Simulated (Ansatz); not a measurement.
# Response to strain in InP

The reference is InP in the zinc blende structure (space group F-43m, No. 216).

```
InP
1.0
    0.00000     2.91346     2.91346
    2.91346     0.00000     2.91346
    2.91346     2.91346     0.00000
In P
1 1
Direct
  0.00000   0.00000   0.00000
  0.25000   0.25000   0.25000
```

Cartesian axes are those of the cell as printed.

Strains are applied to the cell and any free atomic positions relax; under biaxial strain the out-of-plane vector relaxes too.

All numbers come from LDA/PAW in Ansatz (a quantum-chemistry and plane-wave program), without spin-orbit coupling.

Notes on the quantities. pressure: mean of the normal stresses, compression positive.

| case | ratio −ε⊥/ε∥ | electron mass | pressure | band gap |
|---|---|---|---|---|
| base | – | 0.046 mₑ (at Γ) | 0.00 GPa | 0.58 eV |
| biaxial strain −2.50 %, plane normal [111], relaxed out of plane | 0.65 | 0.056 mₑ (at Γ) | 2.62 GPa | 0.60 eV |
| biaxial strain −2.08 %, plane normal [111], relaxed out of plane | 0.64 | 0.055 mₑ (at Γ) | 2.16 GPa | 0.61 eV |
| biaxial strain −1.67 %, plane normal [111], relaxed out of plane | 0.64 | 0.053 mₑ (at Γ) | 1.72 GPa | 0.61 eV |
| biaxial strain −1.25 %, plane normal [111], relaxed out of plane | 0.63 | 0.052 mₑ (at Γ) | 1.27 GPa | 0.61 eV |
| biaxial strain −0.83 %, plane normal [111], relaxed out of plane | 0.62 | 0.050 mₑ (at Γ) | 0.84 GPa | 0.60 eV |
| biaxial strain −0.42 %, plane normal [111], relaxed out of plane | – | 0.048 mₑ (at Γ) | 0.42 GPa | 0.59 eV |
| biaxial strain +0.42 %, plane normal [111], relaxed out of plane | – | 0.044 mₑ (at Γ) | -0.41 GPa | 0.52 eV |
| biaxial strain +0.83 %, plane normal [111], relaxed out of plane | 0.61 | – | -0.80 GPa | 0.46 eV |
| biaxial strain +1.25 %, plane normal [111], relaxed out of plane | 0.61 | 0.036 mₑ out of plane, 0.040 mₑ in plane (at Γ) | -1.18 GPa | 0.40 eV |

Effective masses come from finite differences of ±0.01 Å⁻¹. No phonon test of stability was made.
